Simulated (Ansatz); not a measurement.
Here is the system:

```yaml
crystal:
  lattice:
    - [4.10197, 0.00000, 0.00000]
    - [-2.05099, 3.55241, 0.00000]
    - [0.00000, 0.00000, 16.90254]
  atoms:
    - { symbol: Te, position: [0.00000, 0.00000, 0.00000] }
    - { symbol: Sb, position: [0.66667, 0.33333, 0.11835] }
    - { symbol: Sb, position: [0.33333, 0.66667, 0.88165] }
    - { symbol: Te, position: [0.33333, 0.66667, 0.22449] }
    - { symbol: Te, position: [0.66667, 0.33333, 0.77551] }
    - { symbol: Ge, position: [0.00000, 0.00000, 0.33987] }
    - { symbol: Ge, position: [0.00000, 0.00000, 0.66013] }
    - { symbol: Te, position: [0.66667, 0.33333, 0.42544] }
    - { symbol: Te, position: [0.33333, 0.66667, 0.57456] }
```

No spin polarisation.

All numbers come from PBE-D3(BJ)/PAW in Ansatz (a first-principles code), no spin-orbit coupling. Settings: 13×13×3 k-points, 0.05 eV Fermi–Dirac smearing.

### Question
Predict the pressure (mean of the normal stresses, compression positive).

### Answer
3.0 GPa.

### Question
Predict the space group.

### Answer
P-3m1 (No. 164).

### Question
What is the computed band gap?

### Answer
Zero.

Spin-orbit coupling, missing from the scalar runs, can matter with Sb and Te. The cells carry an imposed strain or load. No phonon test of stability was made. All final runs are without spin polarisation. The cell was made from Ge₂Sb₂Te₅ (space group P-3m1, No. 164) by this change: isotropic strain −3.09 %. A zero or small gap of Ge2Sb2Te5 can be the functional's error rather than a property of the material.
